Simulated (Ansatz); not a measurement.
Worked example: self-consistent single point of Hg (P-1, 3 atoms in the cell) in Ansatz (a quantum-chemistry and plane-wave program)

Method: LDA (PW92), default PAW files made with PBE (plane waves; Ansatz).

Input as run:

Ansatz 0.2 input:
```yaml
crystal:
  lattice:
    - [3.330522, 0.000000, 0.000000]
    - [-1.476557, 3.085363, 0.000000]
    - [-0.961210, -1.401495, 8.144971]
  atoms:
    - { symbol: Hg, position_ang: [0.534915, 1.817685, 2.730683] }
    - { symbol: Hg, position_ang: [0.357840, -0.133817, 5.414288] }
    - { symbol: Hg, position_ang: [0.000000, 0.000000, 0.000000] }
basis:
  ecutwfc: 420.0 eV
kpoints:
  mp_grid:
    grid: [8, 8, 3]
hamiltonian:
  xc: lda
  pseudopotentials:
    kind: paw
scf:
  occupations:
    method: fermi_dirac
    width: 0.1 eV
output:
  forces: true
  eigenvalues: true
  stress: true
```

The program printed (abridged):

```
WARN ansatz: RAYON_NUM_THREADS=1 ignored (pool sized by the plan → 1); use --threads N
Pseudopotentials: kind: paw
Pseudopotential: Hg, paw, valence charge 20
Crystal: 3 atoms, lattice volume = 83.697 Å³
Basis set: ecut = 420 eV, 1639 PW (Γ)
Bands: 36, of which v1, the nominal top of the filled ones, is band 30 counted from 1 (29 counted from 0)
Symmetry: 2 space group operations
Space group: P-1 (ITA 2), of the structure as read, at distance tolerance 4.4e-5 Å
k-points: 98 of 192
PAW frozen core: Hg, regenerated for the run's functional, and the local potential with it
Initial density: superposition of atomic densities (neutral atoms: chi_scale 0, normalization atom), corrected by the library's trained network
Initial wavefunctions: pseudopotential atomic-orbital guess
Eigensolver: davidson
Functional: x = slater, c = lda
SCF iter   1: F=—  HF=-40566.893319 eV  |F-HF|=—  |Δ(HF+E_count)|=         —  Δρ=5.00e-3  dr2=1.20e-2  ethr=1.77e-3  ⟨swp⟩=5.9  Hψ=12816  notcnv=0  defer=8
all-band conjugate gradients solve this SCF's bands
preconditioner: auto → Kerker (q_TF=auto, 2.581 Å⁻¹)
SCF iter   2: F=—  HF=-40566.891058 eV  |F-HF|=—  |Δ(HF+E_count)|=   2.26e-3  Δρ=2.44e-3  dr2=2.01e-3  ethr=2.01e-5  ⟨swp⟩=2.1  Hψ=5697  notcnv=0  defer=9
SCF iter   3: F=—  HF=-40566.890498 eV  |F-HF|=—  |Δ(HF+E_count)|=   5.60e-4  Δρ=5.70e-4  dr2=9.70e-5  ethr=3.36e-6  ⟨swp⟩=2.0  Hψ=4980  notcnv=0  defer=9
SCF iter   4: F=—  HF=-40566.890500 eV  |F-HF|=—  |Δ(HF+E_count)|=   2.69e-6  Δρ=7.46e-5  dr2=8.26e-6  ethr=1.62e-7  ⟨swp⟩=2.5  Hψ=5963  notcnv=0  defer=9
SCF iter   5: F=—  HF=-40566.890500 eV  |F-HF|=—  |Δ(HF+E_count)|=   5.40e-7  Δρ=3.09e-5  dr2=1.21e-6  ethr=1.38e-8  ⟨swp⟩=2.3  Hψ=5216  notcnv=0  defer=9
SCF iter   6: F=—  HF=-40566.890499 eV  |F-HF|=—  |Δ(HF+E_count)|=   2.42e-7  Δρ=7.99e-6  dr2=1.24e-7  ethr=2.02e-9  ⟨swp⟩=2.0  Hψ=5235  notcnv=0  defer=9
SCF iter   7: F=-40566.890499 eV  HF=-40566.890499 eV  |F-HF|=2.32e-8  |Δ(HF+E_count)|=   2.27e-8  Δρ=2.88e-6  dr2=2.86e-8  ethr=1.67e-10  ⟨swp⟩=6.0  Hψ=12849  notcnv=0
SCF 1 converged in 7 iterations: F = -40566.890499 eV  dr2 = 2.86e-8
SCF converged after 7 iterations
Free energy (F): -40566.890499 eV
Harris-Foulkes:  -40566.890499 eV  (|F-HF|=2.32e-8)
Internal energy: -40566.872333 eV  (E = F + TS)
E sigma→0 (E₀):  -40566.881416 eV
Entropy (-TS):   -0.018167 eV (-6.056 meV/atom)
Fermi energy:    11.183301 eV
--- Per-component energies (eV) ---
  E_band       = -1342.730369
  E_kinetic    = 1813.344123
  E_local      = -8288.994268  (includes V_loc(G=0)·N_el)
  E_nonlocal   = 242.438676
  E_hartree    = 3512.434643
  E_xc         = -655.125842
  E_vxc        = -783.644222  (∫ρ·V_xc dr)
  E_paw        = -28968.805304  (= ΣΔE_a)
  E_vpaw       = -1350.752988  (= ΣTr[D̂ρ^β])
  E_aug_tail   = 0.002510  (compensation charges beyond the density's cutoff)
  E_ewald      = -8223.895149
  E_core_change = 1.728278  (= ΣΔE_core)
  E_smearing   = -0.018167  (= −TS)
  E_closure    = -0.000000  (closes the sum)
  Σ components = -40566.890499   (vs F -40566.890499, Δ=0.00e0)
--- Forces (eV/Å), atoms counted from 1 ---
  atom   1  Hg     0.01103031    -0.00877392     0.00249239
  atom   2  Hg    -0.01103031     0.00877392    -0.00249239
  atom   3  Hg     0.00000000     0.00000000     0.00000000
  max |Σ_I F_I| component: 0.00e0 eV/Å
--- Stress (GPa, compression-positive) ---
       -4.425459       0.072314       0.122261
        0.072314      -4.347849       0.163958
        0.122261       0.163958      -4.835638
  P = ⅓ Tr σ = -4.5363 GPa (-45.363 kbar)
  The stress holds the Pulay correction. Without it, at fixed plane waves, as pw.x and ABINIT print it: P = -4.5659 GPa
--- Band table (eV; the first three rows and the last of 98) ---
  k-point 0: bands = ["-103.1723", "-103.1721", "-103.1451", "-51.4680", "-51.4600", "-51.4553", "-51.4533", "-51.4531", "-51.4517", "-51.4351", "-51.4267", "-51.4248", "3.5099", "4.3272", "4.3676", "4.7211", "4.7650", "4.8160", "4.9299", "5.0118", [...]
  k-point 1: bands = ["-103.1723", "-103.1721", "-103.1451", "-51.4691", "-51.4585", "-51.4554", "-51.4533", "-51.4530", "-51.4517", "-51.4356", "-51.4268", "-51.4248", "3.7960", "4.2576", "4.3443", "4.7143", "4.7811", "4.8121", "4.9059", "5.0821", [...]
  k-point 2: bands = ["-103.1723", "-103.1721", "-103.1451", "-51.4678", "-51.4605", "-51.4559", "-51.4542", "-51.4537", "-51.4521", "-51.4352", "-51.4278", "-51.4252", "3.7816", "4.4261", "4.4777", "4.7236", "4.7625", "4.8288", "4.9204", "5.0668", [...]
  k-point 97: bands = ["-103.1719", "-103.1718", "-103.1448", "-51.4682", "-51.4667", "-51.4636", "-51.4594", "-51.4589", "-51.4570", "-51.4384", "-51.4346", "-51.4308", "4.2867", "4.3337", "4.3784", "4.5794", "4.7714", "4.8495", "4.9911", "5.0860", [...]
```

The run converged in 7 iterations.

The starting cell comes from a database of computed structures (which also holds hypothetical and non-ambient phases and stackings), without a prior relaxation at this level. Its lattice was rescaled by up to half a per cent. Spin-orbit coupling is off. With a pressure of about -5 GPa the cell is away from its equilibrium volume at this level. Ansatz's pressure includes its estimate of the finite-basis (Pulay) stress.
